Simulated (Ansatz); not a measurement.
The starting structures come from a database of crystals and need not be the phases stable at ambient conditions.

 Where the default PAW files enter, the runs use the earlier of Ansatz's two default sets.

By PBEsol, the system below comes out a metal.

The ballistic (Sharvin) conductance counts the channels at the Fermi level: G/A = (e²/h) × channels of both spins per area.

Input:

```xyz
3
Lattice="6.7645 0.0000 0.0000 3.1057 6.0094 0.0000 1.2196 -3.3760 1.9014" Properties=species:S:1:pos:R:3 pbc="T T T"
Ba     0.0000     0.0000     0.0000
Si     3.6601    -0.5173     1.0728
Si     7.4297     3.1507     0.8286
```

Space group of this cell: P-3m1. The cell is taken as given; by PBEsol its mean pressure is -2.4 GPa.

The current flows along the normal of the first two printed cell vectors, the (111) plane of the conventional cell. No spin-orbit coupling; the value is a mean over 0.1 eV about the Fermi level.

Give the ballistic conductance per area that PBEsol (Ansatz, an electronic-structure program) yields.

0.31 × 10¹⁵ S/m² for both spins.
